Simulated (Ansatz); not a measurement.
Results of HSE06 in Ansatz (PAW) for GaCl3 (within 0.1 Å of C2/m, No. 12; cell taken from a computed entry).

Numerical settings: plane-wave cutoff 460 eV, 4×4×4 k mesh, Fermi–Dirac smearing 0.01 eV, scalar-relativistic PAW data made under PBE.

Cell (relaxed with PBEsol):

```yaml
crystal:
  lattice:
    - [6.96531, 0.00179, 0.00275]
    - [3.48163, 6.05107, 0.01497]
    - [3.47926, 1.92652, 6.02024]
  atoms:
    - { symbol: Ga, position: [0.65723, 0.77292, 0.91264] }
    - { symbol: Ga, position: [0.34277, 0.22708, 0.08736] }
    - { symbol: Cl, position: [0.26526, 0.00002, 0.99998] }
    - { symbol: Cl, position: [0.73474, 0.99998, 0.00002] }
    - { symbol: Cl, position: [0.29922, 0.55923, 0.84224] }
    - { symbol: Cl, position: [0.70078, 0.44077, 0.15776] }
    - { symbol: Cl, position: [0.19136, 0.18624, 0.43103] }
    - { symbol: Cl, position: [0.80864, 0.81376, 0.56897] }
```

**Question.** Give the computed band gap and smallest direct gap on the k points sampled.

**Answer.** 
band gap: 5.69 eV
smallest direct gap on the k points sampled: 5.70 eV

Note: cell and atoms aren't relaxed at this level (pressure 0.4 GPa).

Spin–orbit coupling is not included.

Computed values are for the static lattice.

Computing time: roughly 22 core-minutes.

Ansatz is an electronic-structure program.
